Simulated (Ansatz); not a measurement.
The reference is KTaO3 in the cubic perovskite structure (space group Pm-3m, No. 221; a = 4.023 Å).

Modification: cell and atoms relaxed at a pressure of 30 GPa.

Levels (all Ansatz, a program for electronic structure, PAW, earlier PAW set): PBE (420 eV, spin-orbit coupling left out); r2SCAN (500 eV, spin-orbit coupling left out).

The geometry is relaxed with PBE.

| Quantity | Result |
|---|---|
| PBE pressure | 30.00 GPa |
| PBE lowest conduction level above the VBM at special points | Γ 2.44 eV; X 2.65 eV; M 5.77 eV; R 7.43 eV |
| PBE smallest direct gap | 2.99 eV |

With r2SCAN at the same geometry, the pressure shrinks by 5.12 GPa (30.00 GPa → 24.88 GPa); the lowest conduction level above the VBM at special points changes from Γ 2.44 eV; X 2.65 eV; M 5.77 eV; R 7.43 eV to Γ 2.88 eV; X 3.08 eV; M 6.21 eV; R 7.90 eV; the smallest direct gap increases by 0.48 eV (2.99 eV → 3.47 eV).

Single points use the geometry relaxed with PBE. Their cutoffs differ, which shifts pressures a little. With Ta present, leaving out spin-orbit coupling can change the band edges. Load acts through the strain it causes; cell and atoms are relaxed under it. Stability against distortions was not tested. Competing high-pressure phases were not computed.
